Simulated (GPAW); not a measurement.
Band structure of ZrO₂ (Fm-3m, 3 atoms in the cell).

```
ZrO2
1.0
    0.00000     2.57478     2.57478
    2.57478     0.00000     2.57478
    2.57478     2.57478     0.00000
Zr O
1 2
Direct
  0.00000   0.00000   0.00000
  0.25000   0.25000   0.25000
  0.75000   0.75000   0.75000
```

Computed with PBE, GPAW PAW datasets PBE (gpaw-data 1.0.1) (plane waves; GPAW).

Settings: mode = pw; ecut = 950 eV; xc = PBE; kpts = 6 6 6; mesh shift (steps) = 0 0 0; occupations.name = fermi-dirac; occupations.width = 0.05 eV; nbands = -6; convergence.bands = -4; symmetry.symmorphic = false; symmetry.tolerance = 0.0005; maxiter = 150; bandpath_npoints = 40.

The starting cell has typed, rounded lattice constants, without a prior relaxation at this level. Its lattice was rescaled by a random factor within 2.5 % of one.

Question: Predict the gap along the standard path and the places of the band edges.

Answer: The gap along the path is 3.26 eV, from X to Γ; the smallest direct gap on it is 3.68 eV.

Levels in eV from the top of the valence band on the SCF mesh, bands 9 to 16:
```csv
point,9,10,11,12,13,14,15,16
Γ,-5.02,-0.52,-0.52,-0.52,3.26,3.26,6.34,8.94
X,-3.09,-1.46,-1.46,0.00,3.68,4.55,5.52,6.97
W,-2.32,-2.32,-1.33,-0.19,4.29,4.41,5.98,5.98
K,-3.00,-2.12,-1.19,-0.32,3.89,4.56,5.85,6.39
L,-2.46,-2.44,-1.61,-1.61,3.86,3.86,5.76,8.09
U,-3.00,-2.12,-1.19,-0.32,3.89,4.56,5.85,6.39
```
